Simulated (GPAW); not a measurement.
## Equation of state of rock-salt ZrC (space group 225): energy against volume (GPAW, LDA)

```
ZrC
1.0
    0.00000     2.25860     2.25860
    2.25860     0.00000     2.25860
    2.25860     2.25860     0.00000
Zr C
1 1
Direct
  0.00000   0.00000   0.00000
  0.50000   0.50000   0.50000
```

Method: LDA (Perdew-Wang 92), GPAW PAW datasets LDA (gpaw-data 1.0.1) (plane waves; GPAW). Settings: mode = pw; ecut = 1040 eV; xc = LDA; kpts = 22 22 22; mesh shift (steps) = 0 0 0; occupations.name = fermi-dirac; occupations.width = 0.05 eV; nbands = -6; convergence.density = 1e-05 e/electron; symmetry.symmorphic = false; symmetry.tolerance = 0.0005; maxiter = 120. The cell above is the first row's. The rows scale it uniformly. In all rows fractional positions and the k mesh are held. E is the free energy at the stated smearing, counted from the lowest row.

| V (Å^3/atom) | E (meV/atom) |
|---|---|
| 11.522 | ? |
| 11.772 | 29.22 |
| 12.023 | 10.59 |
| 12.273 | 1.14 |
| 12.524 | 0.00 |
| 12.774 | 6.37 |
| 13.025 | 19.53 |
| 13.275 | 38.82 |
| 13.526 | 63.67 |

Q: Using the third-order Birch-Murnaghan form, a cubic in V^(-2/3), estimate the missing E at V = 11.522 from the other rows, showing the fit.

A: With u = V^(-2/3) - 0.184, the rows have u = 0.009241, 0.006542, 0.003946, 0.001426, -0.001001, -0.003360, -0.005635, -0.007848. Least squares gives E = 2.858 - 2881.52·u + 620490·u² + 15407·u³. Residuals (row less fit): -0.009, 0.023, -0.010, -0.011, 0.006, -0.014, 0.025, -0.011; standard error 0.021 (degrees of freedom: 4). Its minimum lies at u = 0.002322, so V0 = (0.186322)^(-3/2) = 12.43. There d²E/du² = 1241000 and d³E/du³ = 92440, so B0 = (4/9) × 12.43^(-7/3) × 1241000 × 0.160218 = 247 GPa (the last factor turns the table's units into GPa), and B0' = 4 + (2/3) × 0.186322 × (92440)/1241000 = 4.0. The program's pressures in the fitted runs (not shown) pass through zero at V = 12.43, 0.04 % from this V0. At the withheld row, u = 0.012026, so E = 2.858 - 2881.52 × 0.012026 + 620490 × 0.012026² + 15407 × 0.012026³ = 57.970 meV/atom. The calculation gives 58.02 meV/atom, 0.050 meV/atom above the prediction (0.1 % of the range of E in the table). The row lies outside the fitted rows, so this is an extrapolation. From the scatter of the fitted rows alone, a prediction at this place has a standard error of 0.063 meV/atom, so the miss is 0.8 times that.

Carrying the step between the two nearest rows on in a straight line would have given 47.78, off by 10.24; series whose last step already gives the withheld value aren't shown. The scan was laid around a cell of about the measured size, scaled by a guess for this functional. The runs keep the symmetry of the cell, so they don't test it for distortions. Cutoffs and mesh are single choices, not tested for convergence of this quantity. Series with a scatter that would blur these digits, or in which a gap closes, are not shown. Nor are scans whose minimum lies at an end fitted in this form.
